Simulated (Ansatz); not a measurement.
Start from MgS in the rock salt structure (space group Fm-3m, No. 225; a = 5.2296 Å).

Calculations: DFT with PBE, PAW potentials and a 420 eV plane-wave cutoff in Ansatz (a program for electronic structure), no spin-orbit coupling, earlier PAW set.

Before the change:

Volume per atom: 17.88 Å³
Valley order: X along ⟨100⟩ 2.76 eV; Γ 3.60 eV

Perturbation: cell and atoms relaxed at a pressure of 3 GPa.

How does this affect the volume per atom and valley order?

The volume per atom decreases by 0.66 Å³ (17.88 Å³ → 17.22 Å³); the valley order (the lowest conduction-band minima on the path, energy above the VBM, named in the base's zone) changes from X along ⟨100⟩ 2.76 eV; Γ 3.60 eV to X along ⟨100⟩ 2.84 eV; Γ 3.90 eV.

The levels and masses belong to the bands next to the band gap. Load acts through the strain it causes; cell and atoms are relaxed under it. Whether these cells are dynamically stable was not tested.
